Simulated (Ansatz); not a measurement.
# W2C (model structure, started from the Fe2P type, P-62m, No. 189, 9 atoms in the cell): properties by level of theory

```json
[
 {"level (code)": "PBE (Ansatz)", "lattice parameter a (Å)": "(withheld)", "c axis length (Å)": "(withheld)"},
 {"level (code)": "PBEsol (Ansatz)", "lattice parameter a (Å)": "6.399", "c axis length (Å)": "3.006"},
 {"level (code)": "PBE-D3(BJ) (Ansatz)", "lattice parameter a (Å)": "(withheld)", "c axis length (Å)": "3.009"}
]
```

Q: Fill in the missing entries.

A: 
- PBE (Ansatz, an electronic-structure program), lattice parameter a (Å): 6.461
- PBE (Ansatz), c axis length (Å): 3.030
- PBE-D3(BJ) (Ansatz), lattice parameter a (Å): 6.412

Ansatz's density-functional and Hartree–Fock values are scalar-relativistic unless marked +SOC, with PAW data made under PBE.

Static lattice: no zero-point or thermal effects.

A model structure was made by putting elements into a prototype or built by hand; it is no filed structure, need not be a known phase, and can be a saddle point held by its symmetry.
